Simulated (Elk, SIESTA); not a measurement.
An Elk input for a self-consistent single point of CoSi₂ (Fm-3m, 3 atoms in the cell) (DFT, PBE, all-electron FP-LAPW, Elk's shipped species files, default APW+lo basis):

```
tasks
  0

xctype
  20

rgkmax
  7.0

rmtscf
  0.9

stype
  3

swidth
  0.00499791

avec
    0.0000000000    5.0051078267    5.0051078267
    5.0051078267    0.0000000000    5.0051078267
    5.0051078267    5.0051078267    0.0000000000

atoms
  2   : nspecies
  'Co.in'   : spfname
  1   : natoms; atposl, bfcmt below
  0.0000000000  0.0000000000  0.0000000000    0.0 0.0 0.0
  'Si.in'   : spfname
  2   : natoms; atposl, bfcmt below
  0.7500000000  0.7500000000  0.7500000000    0.0 0.0 0.0
  0.2500000000  0.2500000000  0.2500000000    0.0 0.0 0.0

ngridk
  9 9 9
```

Task: Write the same calculation as an input for SIESTA.

Result: This is the input that was run; spellings and numerical settings could be chosen otherwise.

```
# files in the folder: Co.psml Si.psml (PseudoDojo PBE standard)
SystemName  CoSi2
SystemLabel siesta

NumberOfAtoms                3
NumberOfSpecies              2
%block ChemicalSpeciesLabel
  1 27 Co
  2 14 Si
%endblock ChemicalSpeciesLabel
LatticeConstant              1.0 Bohr
%block LatticeVectors
     0.000000000    5.005107827    5.005107827
     5.005107827    0.000000000    5.005107827
     5.005107827    5.005107827    0.000000000
%endblock LatticeVectors
AtomicCoordinatesFormat      Ang
%block AtomicCoordinatesAndAtomicSpecies
     0.000000000    0.000000000    0.000000000  1
     3.972883500    3.972883500    3.972883500  2
     1.324294500    1.324294500    1.324294500  2
%endblock AtomicCoordinatesAndAtomicSpecies

XC.functional                GGA
XC.authors                   PBE
PAO.BasisSize                DZP
PAO.EnergyShift              0.005 Ry
MeshCutoff                   400 Ry
%block kgrid.MonkhorstPack
    9   0   0  0.0
    0   9   0  0.0
    0   0   9  0.0
%endblock kgrid.MonkhorstPack
OccupationFunction           FD
ElectronicTemperature        0.136 eV

MaxSCFIterations             150
SCF.Mixer.Method             Broyden
SCF.Mixer.Weight             0.25
SCF.Mixer.History            8
SCF.DM.Tolerance             1.0E-04
Diag.ParallelOverK           true
WriteForces                  true
```

Basis, cutoffs, solver keys and any potentials are the target program's own. This input uses DFT, GGA PBE, numerical atomic orbitals DZP, PseudoDojo PBE standard norm-conserving potentials (rewritten from UPF to PSML).

The starting cell comes from a database of computed structures (which also holds hypothetical and non-ambient phases and stackings), without a prior relaxation at this level. Its lattice was rescaled by a random factor within 2.5 % of one. For this run, on top of that: lattice scaled by 0.98.
